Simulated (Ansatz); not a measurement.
RhGe: response to strain

Consider RhGe (space group Pnma, No. 62; a = 5.659 Å, b = 3.261 Å, c = 6.433 Å). Axes: x, y, z lie along a, b, c of the conventional cell.

Strains are applied to the cell and any free atomic positions relax; under biaxial strain the out-of-plane vector relaxes too.

The values are results of Ansatz (a first-principles code), PBEsol, PAW, cutoff 420 eV, spin-orbit coupling left out, earlier PAW set, not measurements.

Notes on the quantities. pressure: mean of the normal stresses, compression positive.

```json
[
 {"variant": "base", "volume per atom": "14.84 Å³", "pressure": "0.0 GPa", "space group": "Pnma (No. 62)"},
 {"variant": "biaxial strain −2.14 %, plane normal [001], relaxed out of plane", "volume per atom": "14.56 Å³", "pressure": "3.4 GPa", "space group": "Pnma (No. 62)"},
 {"variant": "biaxial strain −1.52 %, plane normal [001], relaxed out of plane", "volume per atom": "14.64 Å³", "pressure": "2.4 GPa", "space group": "Pnma (No. 62)"},
 {"variant": "biaxial strain −1.37 %, plane normal [001], relaxed out of plane", "volume per atom": "14.66 Å³", "pressure": "2.1 GPa", "space group": "Pnma (No. 62)"},
 {"variant": "biaxial strain +0.35 %, plane normal [001], relaxed out of plane", "volume per atom": "14.89 Å³", "pressure": "-0.5 GPa", "space group": "Pnma (No. 62)"},
 {"variant": "biaxial strain +0.55 %, plane normal [001], relaxed out of plane", "volume per atom": "___", "pressure": "___", "space group": "Pnma (No. 62)"},
 {"variant": "isotropic strain +3.75 %", "volume per atom": "16.57 Å³", "pressure": "-15.7 GPa", "space group": "Pnma (No. 62)"},
 {"variant": "uniaxial strain ε_xx = −3.81 %", "volume per atom": "14.27 Å³", "pressure": "9.1 GPa", "space group": "Pnma (No. 62)"},
 {"variant": "tensor shear ε_xz = −0.76 %", "volume per atom": "14.84 Å³", "pressure": "0.1 GPa", "space group": "P2_1/m (No. 11)"}
]
```

Problem. What belongs in the blanks?

Solution. 
- biaxial strain +0.55 %, plane normal [001], relaxed out of plane, volume per atom: 14.91 Å³
- biaxial strain +0.55 %, plane normal [001], relaxed out of plane, pressure: -0.8 GPa

Without a gap, meshes like the base's 8×14×7 leave anisotropic stresses uncertain by several tenths of a GPa, and small strain energies with them. Whether these cells are dynamically stable was not tested. All final runs are without spin polarisation.
